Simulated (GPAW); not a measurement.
## Worked example: self-consistent single point of a sheet of SnSe2 (3 atoms in the cell) in GPAW

Method of the run: PBE, GPAW PAW datasets PBE (gpaw-data 1.0.1) (plane waves; GPAW).

Input:

```python
from ase import Atoms
from ase.units import GPa
from gpaw import GPAW, PW, FermiDirac

atoms = Atoms(['Sn', 'Se', 'Se'],
              cell=[[3.857450, 0.000000, 0.000000],
                    [-1.928725, 3.340650, 0.000000],
                    [0.000000, 0.000000, 17.099736]],
              scaled_positions=[[0.000000, 0.000000, 0.500000],
                                [0.333333, 0.666667, 0.590637],
                                [0.666667, 0.333333, 0.409363]],
              pbc=True)

calc = GPAW(mode=PW(600),
            xc='PBE',
            kpts=(7, 7, 1),
            occupations=FermiDirac(0.1),
            nbands=-9,
            convergence={'density': 1e-05, 'energy': 1e-05},
            symmetry={'symmorphic': False, 'tolerance': 0.0005},
            maxiter=120)

atoms.calc = calc

energy = atoms.get_potential_energy()
print('Energy (eV):', round(energy, 6))
forces = atoms.get_forces()
print('Forces (eV/Ang):')
print(forces.round(5))
stress = atoms.get_stress()
print('Stress (GPa, Voigt):', (stress / GPa).round(4))
```

Log, with long lists cut:

```
Input parameters:
  convergence: {density: 1e-05,
                energy: 1e-05}
  kpts: [7 7 1]
  maxiter: 120
  mode: {ecut: 600.0,
         name: pw}
  nbands: -9
  occupations: {fixmagmom: False,
                name: fermi-dirac,
                width: 0.1}
  symmetry: {symmorphic: False,
             tolerance: 0.0005}
  xc: PBE

species:
  Sn:
    name: Tin
    Z: 50.0
    valence: 14
    core: 36
    charge: 0.0
    file: Sn.PBE.gz

    # Using partial waves for Sn as LCAO basis

  Se:
    name: Selenium
    Z: 34.0
    valence: 6
    core: 28
    charge: 0.0
    file: Se.PBE.gz

    # Using partial waves for Se as LCAO basis

Reference energy: -300217.757568  # eV

Spin-paired calculation

Convergence criteria:
 Maximum [total energy] change in last 3 cyles: 1e-05 eV / valence electron
 Maximum integral of absolute [dens]ity change: 1e-05 electrons / valence electron
 Maximum integral of absolute [eigenst]ate change: 4e-08 eV^2 / valence electron
 Maximum number of scf [iter]ations: 120

Symmetries present (total): 12
Symmetries with fractional translations: 0
49 k-points: 7 x 7 x 1 Monkhorst-Pack grid
8 k-points in the irreducible part of the Brillouin zone
       k-points in crystal coordinates                weights
   0:     0.00000000    0.00000000    0.00000000          1/49
   1:     0.14285714    0.00000000    0.00000000          6/49
   2:     0.28571429   -0.14285714    0.00000000          6/49
   [... 5 lines left out ...]

Wave functions: Plane wave expansion
  Cutoff energy: 600.000 eV
  Number of coefficients (min, max): 7317, 7383
  Pulay-stress correction: 0.000000 eV/Ang^3 (de/decut=0.000000)

Occupation numbers: Fermi-Dirac:
  width: 0.1000  # eV

Eigensolver

Densities:
  Coarse grid: 24*24*98 grid
  Fine grid: 48*48*196 grid
  Total Charge: 0.000000

Density mixing:
  Method: separate
  Backend: pulay
  Linear mixing parameter: 0.05
  old densities: 5
  Damping of long wavelength oscillations: 50

Hamiltonian:
  XC and Coulomb potentials evaluated on a 48*48*196 grid
  External potential:
    NoExternalPotential

XC parameters: PBE with 2 nearest neighbor stencil

Number of atoms: 3
Number of atomic orbitals: 17
Number of bands in calculation: 22
Number of valence electrons: 26
Bands to converge: occupied

Density initialized from atomic densities
  17 bands from LCAO basis set
  5 bands from random numbers

Atomic positions and initial magnetic moments

Positions:
   0 Sn     0.000000    0.000000    8.549868    ( 0.0000,  0.0000,  0.0000)
   1 Se    -0.000002    2.227101   10.099737    ( 0.0000,  0.0000,  0.0000)
   2 Se     1.928727    1.113549    6.999999    ( 0.0000,  0.0000,  0.0000)

Unit cell:
           periodic     x           y           z      points  spacing
  1. axis:    yes    3.857450    0.000000    0.000000    24     0.1392
  2. axis:    yes   -1.928725    3.340650    0.000000    24     0.1392
  3. axis:    yes    0.000000    0.000000   17.099736    98     0.1745

  Lengths:   3.857450   3.857450  17.099736
  Angles:   90.000000  90.000000 119.999998

Effective grid spacing dv^(1/3) = 0.1575

     iter     time        total  log10-change:
                         energy   eigst   dens
iter:   1 --:--:--   -12.277013
iter:   2 --:--:--   -12.236435   -1.35  -1.19
iter:   3 --:--:--   -12.057993   -1.78  -1.23
iter:   4 --:--:--   -12.091348   -2.21  -1.50
iter:   5 --:--:--   -12.062992   -2.60  -1.68
iter:   6 --:--:--   -12.056769   -3.12  -2.01
iter:   7 --:--:--   -12.050144   -3.48  -2.17
iter:   8 --:--:--   -12.050184   -4.42  -2.98
iter:   9 --:--:--   -12.050142c  -5.06  -3.08
iter:  10 --:--:--   -12.050174c  -5.13  -3.16
iter:  11 --:--:--   -12.050165c  -5.76  -3.66
iter:  12 --:--:--   -12.050164c  -6.44  -3.87
iter:  13 --:--:--   -12.050165c  -6.72  -3.75
iter:  14 --:--:--   -12.050166c  -6.74  -3.81
iter:  15 --:--:--   -12.050165c  -7.55c -3.86
iter:  16 --:--:--   -12.050167c  -6.76  -3.81
iter:  17 --:--:--   -12.050167c  -7.08  -3.99
iter:  18 --:--:--   -12.050168c  -7.20  -4.03
iter:  19 --:--:--   -12.050168c  -7.53c -4.12
iter:  20 --:--:--   -12.050168c  -7.62c -4.18
iter:  21 --:--:--   -12.050167c  -8.13c -4.25
iter:  22 --:--:--   -12.050167c  -8.84c -4.37
iter:  23 --:--:--   -12.050167c  -8.04c -4.41
iter:  24 --:--:--   -12.050167c  -9.13c -4.96
iter:  25 --:--:--   -12.050167c  -9.59c -4.95
iter:  26 --:--:--   -12.050167c  -9.66c -5.03c

Converged after 26 iterations.

Dipole moment: (-0.000000, 0.000000, -0.000000) |e|*Ang

Energy contributions relative to reference atoms: (reference = -300217.757568)

Kinetic:        +23.646418
Potential:      -21.936350
External:        +0.000000
XC:             -13.665447
Entropy (-ST):   -0.002503
Local:           -0.093537
SIC:             +0.000000
--------------------------
Free energy:    -12.051419
Extrapolated:   -12.050167

Showing only first 2 kpts
 Kpt  Band  Eigenvalues  Occupancy
  0    11     -2.35601    1.99681
  0    12     -2.35601    1.99681
  0    13     -0.63244    0.00004
  0    14      0.79527    0.00000

  1    11     -3.03422    2.00000
  1    12     -2.24240    1.99010
  1    13      0.04977    0.00000
  1    14      1.55089    0.00000

Fermi level: -1.71210

Gap: 1.014 eV
Transition (v -> c):
  (s=0, k=1, n=12, [0.14, 0.00, 0.00]) -> (s=0, k=5, n=13, [0.43, 0.00, 0.00])
Direct/indirect transitions are different
Direct gap: 1.279 eV
Transition at: (s=0, k=5, n=12, [0.43, 0.00, 0.00])
Energy (eV): -12.050167

Forces in eV/Ang:
  0 Sn   -0.00000    0.00000    0.00000
  1 Se    0.00000    0.00000    0.43446
  2 Se    0.00000    0.00000   -0.43446

Stress tensor:
    -0.003134     0.000000     0.000000
     0.000000    -0.003134     0.000000
     0.000000     0.000000    -0.006064
Stress (GPa, Voigt): [-0.5021 -0.5021 -0.9716  0.      0.      0.    ]
```

The run converged in 26 iterations. GPAW prints stress with tension positive.

The starting cell was generated: these elements placed on a structure prototype, without a prior relaxation; it need not be a known phase or ordering of this composition. Its lattice was rescaled in the plane by a random factor within 2.5 % of one. The log's line on a gap gives a spacing of levels on this mesh, which the program prints for metals too.

Cost on one core of a shared machine: roughly 60 s.
